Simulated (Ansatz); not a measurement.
Start from ZnSnP2 in the chalcopyrite structure (space group I-42d, No. 122; a = 5.622 Å, c = 11.281 Å).

Level of theory: plane-wave PAW DFT at the PBEsol level (Ansatz, an electronic-structure program, 420 eV), scalar-relativistic without spin-orbit coupling.

Base values:

The gap between the host's bands comes out as 0.80 eV and the gap character is direct at Γ.

Perturbation: hole doping at 2.0×10^21 cm⁻³ (0.357 per cell), with a uniform compensating background at fixed cell and a 300 K Fermi–Dirac width.

Problem. What does the calculation give for the Fermi level from band edge after the change?

Solution. The Fermi level relative to the doped band's edge (positive inside the band; to 0.05 eV) amounts to +0.40 eV.

Problem. How does this affect the gap between the host's bands?

Solution. The gap between the host's bands hardly moves (0.80 eV against 0.81 eV).

Problem. What does the calculation give for the gap character after the change?

Solution. The gap character stays direct at Γ.

Carriers are added with a uniform compensating background; total energy and stress of such cells depend on the potential's zero and are not compared; many-body gap narrowing is missing at this level. No phonon test of stability was made.
